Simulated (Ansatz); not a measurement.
Consider NaCl in the rock salt structure (space group Fm-3m, No. 225; a = 5.601 Å). Axes: x, y, z lie along the cube axes.

Structures relaxed with Kohn–Sham DFT with the PBEsol functional, run in Ansatz (an electronic-structure program) with PAW and 420 eV plane waves, scalar-relativistic without spin-orbit coupling.

Base:

Simulated powder pattern, Cu Kα, λ = 1.54184 Å (kinematic, ideal powder, no thermal factors, no anomalous dispersion; the 10 strongest lines at most, above 2 %, up to 2θ = 90°):

```
2θ (°)  I/Imax (%)    hkl
------  ----------  -----
27.58          8.1  (111)
31.95          100  (200)
45.82           66  (220)
56.95           21  (222)
66.80          9.3  (400)
75.98           25  (420)
84.79           18  (422)
```

After one change:

Simulated powder pattern, Cu Kα, λ = 1.54184 Å (kinematic, ideal powder, no thermal factors, no anomalous dispersion; the 10 strongest lines at most, above 2 %, up to 2θ = 90°):

| 2θ (°) | I/Imax (%) |
|---|---|
| 27.40 | 6.2 |
| 31.85 | 100 |
| 45.42 | 33 |
| 45.91 | 32 |
| 56.54 | 16 |
| 57.38 | 5.1 |
| 66.57 | 9.3 |
| 75.33 | 13 |
| 76.06 | 12 |
| 84.28 | 9.3 |

Q: Which of these changes matches the shifts?
A. biaxial strain +2.50 %, plane normal [111], relaxed out of plane
B. biaxial strain −1.67 %, plane normal [111], relaxed out of plane
C. biaxial strain +0.83 %, plane normal [111], relaxed out of plane
D. biaxial strain −0.42 %, plane normal [111], relaxed out of plane

A: C, biaxial strain +0.83 %, plane normal [111], relaxed out of plane. Its volume per atom is 22.18 Å³ against 21.97 Å³, and its space group is R-3m (No. 166).

No phonon test of stability was made.
